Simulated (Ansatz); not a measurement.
Ta$_{3}$N$_{5}$ (Cmcm), r2SCAN, rigid bands (Ansatz, a program for electronic structure). Condition of this run: functional r2SCAN on the same cell. Band gap 1.56 eV, N_c = 1.71e19 cm⁻³ and N_v = 2.63e19 cm⁻³ at 300 K, conductivity masses along z (a = (1.94, -5.11, 0.00) Å; b = (1.94, 5.11, 0.00) Å; c = (0.00, 0.00, 10.24) Å) of 0.778 mₑ (electrons) and 0.437 mₑ (holes). Take k_BT = 0.02585 eV.

### Question
What built-in voltage has an abrupt junction with N_A = 1e17 and N_D = 1e17 cm⁻³, all dopants ionised?

### Answer
V_bi = E_g/e − (k_BT/e) ln(N_c N_v/(N_A N_D)) = 1.56 − 0.02585 × 10.71 = 1.28 V, for the computed gap.

### Question
What thermal injection velocity √(2k_BT/πm) limits a ballistic channel along the direction named?

### Answer
6.10e6 cm/s for electrons and 8.14e6 cm/s for holes, a ratio of √(m_h/m_e) = 0.749, for dilute carriers.

### Question
A film of it is 3 nm thick, with its normal along the direction named. Estimate the confinement energies in an infinite well.

### Answer
ħ²π²/(2m t²) = 0.376 eV·nm²/(m/mₑ × t²) gives 53.7 meV for electrons and 95.6 meV for holes, so the gap would widen to about 1.71 eV. Finite barriers and nonparabolic bands lower this, and with several valleys or bands the heaviest mass along the normal sets the lowest level, not this average.

Rigid bands with the computed gap; masses take one relaxation time for all states. Spin-orbit coupling is left out; with 5d elements it also splits d-like band edges. Geometry: cell and atoms relaxed with PBEsol.

Formula and space group known from diffraction (Crystallography Open Database), not checked to be the room-temperature form: Ta3N5 (Cmcm).
